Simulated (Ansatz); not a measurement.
Ansatz (a quantum-chemistry and plane-wave program), DFT, PBE, plane waves, its soft PAW files of 3 December: Al(100) slab of 6 layers, 2x2, C adatom, atoms displaced (Al24C), unrelaxed, 25 atoms. Basis and mesh were picked for this test and aren't claimed converged.

* **cell**: 5.73, 5.73, 31.73 Å; 90, 90, 90°
* **distance to the nearest atom**: 2.04 to 2.83 Å
* **task**: single point
* **k mesh**: 4×4×1
* **hamiltonian.xc**: pbe
* **kind of files**: paw
* **scf.occupations.method**: fermi_dirac
* **scf.occupations.width**: 0.2 eV
* **output.forces**: true
* **binding of workers (--pin)**: off
* **k-point pools (--kpoint-pools)**: 1
* **memory maximum (--max-ram)**: 8GiB
* **accuracy**: medium (default)
* **basis.precision**: auto (default)
* **basis.xc_grid**: 2 (default)
* **scf.eigensolver.kind**: auto (default)
* **scf.convergence.dr2_threshold**: 1e-07 (default)
* **scf.lower_state_search**: light (default)
* **k-points after symmetry**: 10
* **bands at the start**: 69
* **electrons**: 76
* **plane waves at Γ**: 20447
* **cutoff (eV)**: 420
* **FFT grid**: 40×40×216
* **symmetry operations**: 1

Settings of this run: scf.mixing.algorithm = broyden, scf.mixing.preconditioner = kerker, scf.algorithm = auto; 4 threads.

```tsv
iteration	dr2 (eV)	Hψ
1	2.98e1	4076
2	3.13e1	1663
3	5.74e0	1244
4	8.82e-1	934
5	6.36e-1	717
6	3.53e-1	692
7	1.51e-1	874
8	1.33e-1	846
9	9.96e-2	830
10	6.59e-2	1027
11	5.20e-2	720
12	4.26e-2	1029
13	3.10e-2	738
14	2.72e-2	704
…	…	…
20	2.81e-3	968
21	2.46e-3	748
22	1.63e-3	805
23	1.84e-3	760
24	1.67e-3	755
25	1.40e-3	701
26	1.08e-3	691
27	5.83e-4	965
…	…	…
32	8.24e-5	809
33	9.58e-6	843
34	9.55e-6	911
35	2.94e-6	1019
36	1.12e-6	1011
37	4.85e-7	1086
38	2.93e-7	1183
39	9.78e-8	2583
```

It converged after 39 SCF iterations.

Q: The cycle is slow. Which setting should be changed?

A: Several could match; the one computed here: scf.mixing.preconditioner = auto (default) (8 SCF iterations), all else kept. The other changes of this size gave: scf.mixing.preconditioner = none (18); scf.mixing.q_tf = 0.5 1/Å (25); scf.mixing.algorithm = auto (default) (33); scf.mixing.q_tf = 1.5 1/Å (36). In that run the program took: scf.mixing.preconditioner LDOS, scf.eigensolver.kind band_cg, --slots 4. The change moves the result by: energy under 0.001 meV/atom, forces (largest component) 0.095 meV/Å. Counts are of single runs.

Keys are those of Ansatz 0.2.
